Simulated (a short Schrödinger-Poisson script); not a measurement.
System: gated In0.52Al0.48As/In0.53Ga0.47As δ-doped gas in a quantum well, at 20 K.

```tsv
layer	material	thickness (nm)	Na (cm⁻³)
1	In0.52Al0.48As	10	-
2	In0.52Al0.48As	20	-
3	In0.53Ga0.47As	10	-
4	In0.52Al0.48As	4000	1e14
```

Constants are typed, rounded textbook-type inputs, not results; the design itself was drawn at random and stands for no fabricated device. In0.52Al0.48As: permittivity 12.5, conduction-band edge (eV) 0.52, gap (eV) 1.45, electron mass (mₑ) 0.075, Nv at 300 K (cm⁻³) 1.1e19. In0.53Ga0.47As: permittivity 13.9, conduction-band edge (eV) 0, gap (eV) 0.74, Nv at 300 K (cm⁻³) 7.7e18.

Channel valleys (confinement mass, in-plane density-of-states mass, number): Γ 0.041, 0.041, 1. At the gate the conduction-band edge of layer 1 lies 0.65 eV − eVg above the Fermi level of the channel; the field vanishes at the back. Sheet of ionised δ-doping: +2.7e12 e/cm² at 10 nm from the gate. The barrier under the gate holds no holes. Gaps are held at their typed values at every temperature. Mesh 0.08 nm at interfaces.

Solved with a short Schrödinger-Poisson script written for these runs: 1D Poisson equation in equilibrium, electrons quantum, Hartree plus LDA exchange-correlation (BenDaniel-Duke, 40 states a valley, the channel's in-plane mass for all, wave functions free to enter the barrier), parabolic valleys, classical holes, full ionisation, no traps, pinning or gate leakage.

The same stack at other levels of the model or other numerical settings:

```
run                                          sheet density of all electrons at Vg = 0.4 V (cm⁻²)  sheet density of all electrons at Vg = -0.1 V (cm⁻²)  capacitance at Vg = 0.4 V (μF/cm²)  centroid of the channel electrons at Vg = 0.4 V (nm)  rough cost against the base
-------------------------------------------  ---------------------------------------------------  ----------------------------------------------------  ----------------------------------  ----------------------------------------------------  ---------------------------
base                                                                                     1.13e12                                               1.86e11                               0.305                                                  4.47                      about 1
electrons treated as classical, Boltzmann                                                1.44e12                                               3.06e11                               0.366                                                   ___                         0.02
electrons treated as classical, Fermi-Dirac                                              1.15e12                                                   ___                               0.304                                                  4.17                         0.07
electrons treated as quantum, Hartree                                                    1.11e12                                                   ___                               0.303                                                  4.49                      about 1
mesh six times as coarse                                                                 1.13e12                                               1.85e11                               0.305                                                  4.46                          0.2
one subband a valley                                                                     1.13e12                                               1.86e11                               0.305                                                  4.47                          0.2
```

Question: Some entries are withheld; supply them.

Answer: 
- electrons treated as classical, Boltzmann, centroid of the channel electrons at Vg = 0.4 V (nm): 0.57
- electrons treated as classical, Fermi-Dirac, sheet density of all electrons at Vg = -0.1 V (cm⁻²): 2.31e11
- electrons treated as quantum, Hartree, sheet density of all electrons at Vg = -0.1 V (cm⁻²): 1.73e11

The classical rows ignore confinement, and Boltzmann statistics overrate the density once the band edge passes the Fermi level.
